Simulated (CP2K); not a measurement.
Convergence study of the k-point mesh for FeAl (P4mm, 2 atoms in the cell)

```
CELL_PARAMETERS angstrom
      2.91873     0.00000     0.00000
      0.00000     2.91873     0.00000
      0.00000     0.00000     2.91873
ATOMIC_POSITIONS crystal
  Al 0.50000 0.50000 0.51713
  Fe 0.00000 0.00000 0.00000
```

Method: LDA (Pade form), GPW, DZVP-MOLOPT-SR-GTH basis, GTH-PADE potentials (GTH_POTENTIALS) in CP2K.

Base settings: CUTOFF = 600 Ry; REL_CUTOFF = 40 Ry; SMEAR/METHOD = FERMI_DIRAC; ELECTRONIC_TEMPERATURE = 1160.45 K; KPOINTS/SCHEME = MONKHORST-PACK 5 5 5; XC_FUNCTIONAL = PADE; Al/BASIS_SET = DZVP-MOLOPT-SR-GTH-q3; Al/POTENTIAL = GTH-PADE-q3; Fe/BASIS_SET = DZVP-MOLOPT-SR-GTH-q16; Fe/POTENTIAL = GTH-PADE-q16.

Moved along: GAMMA_CENTERED.

The second cell is the first with its lattice scaled by 0.98.

Only quantities that move along the ladder and can be compared are tabulated.

The starting cell has typed, rounded lattice constants, without a prior relaxation at this level. Its lattice was rescaled by up to half a per cent. One atom was moved a little off its site on purpose. Spin polarisation is off. Values carry the incompleteness of an atom-centred basis. In the base run, with a pressure of about -18 GPa the cell is away from its equilibrium volume at this level. Without a gap this mesh is coarse (it stands for a supercell whose shortest vector is 15 Å).

```tsv
KPOINTS/SCHEME	free energy less the last step's (meV/atom)	energy of the compressed cell less the first (meV/atom)	pressure (GPa)	largest difference of a force vector from the last step's (eV/Å)
MONKHORST-PACK 2 2 2	40.23	-48.70	-15.22	0.099
MONKHORST-PACK 3 3 3	29.74	-66.52	-18.67	0.001
MONKHORST-PACK 4 4 4	-43.00	-73.12	-19.97	0.004
MONKHORST-PACK 5 5 5	21.07	-64.23	-18.16	0.001
MONKHORST-PACK 6 6 6	-2.59	-67.91	-18.89	0.004
MONKHORST-PACK 7 7 7	-2.86	-67.80	-18.88	0.001
MONKHORST-PACK 9 9 9	-3.90	-68.15	-18.95	0.000
MONKHORST-PACK 10 10 10	-0.50	-67.45	-18.80	0.000
MONKHORST-PACK 11 11 11	0.26	-67.33	-18.78	0.000
MONKHORST-PACK 12 12 12	-1.46	-67.71	-18.86	0.000
MONKHORST-PACK 13 13 13	0.00	-67.33	-18.78	0.000
```

Coarsest KPOINTS/SCHEME that holds the energy of the compressed cell less the first within 1 meV/atom of the last step, with all finer ones: MONKHORST-PACK 6 6 6; the step before is off by 3.1 meV/atom.

Coarsest KPOINTS/SCHEME that holds the forces within 0.01 eV/Å of the last step, with all finer ones: MONKHORST-PACK 3 3 3; the step before is off by 0.099 eV/Å.

Coarsest KPOINTS/SCHEME that holds the free energy within 5 meV/atom of the last step, with all finer ones: MONKHORST-PACK 6 6 6; the step before is off by 21 meV/atom.

Two neighbours can agree and both be off: MONKHORST-PACK 6 6 6 and MONKHORST-PACK 7 7 7 differ by 0.27 meV/atom in the free energy, yet lie about 2.9 meV/atom from the last step.
